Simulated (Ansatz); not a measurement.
The reference is CdSe in the zinc blende structure (space group F-43m, No. 216; a = 6.0075 Å). Axes: x, y, z lie along the cube axes.

Calculations: LDA/PAW in Ansatz (a quantum-chemistry and plane-wave program), scalar-relativistic without spin-orbit coupling.

The change: an isotropic linear strain of −1.50 %; the atoms relax in the strained cell.

Problem. Predict the stress tensor and what it implies for the stiffness.

Solution. Stress of the strained cell less that of the base (GPa, compression positive):
```
   2.92    0.00    0.00
   0.00    2.92    0.00
   0.00    0.00    2.92
```

Then B = −ΔP/(ΔV/V₀) with ΔV/V₀ = -0.0443 gives secant stiffness values (nonlinear terms included at this strain): B ≈ 66 GPa.

As a check, the harmonic strain energy −½ V₀ Δσ:ε is 11 meV/atom; the computed energy rise is 11 meV/atom.

Whether these cells are dynamically stable was not tested.
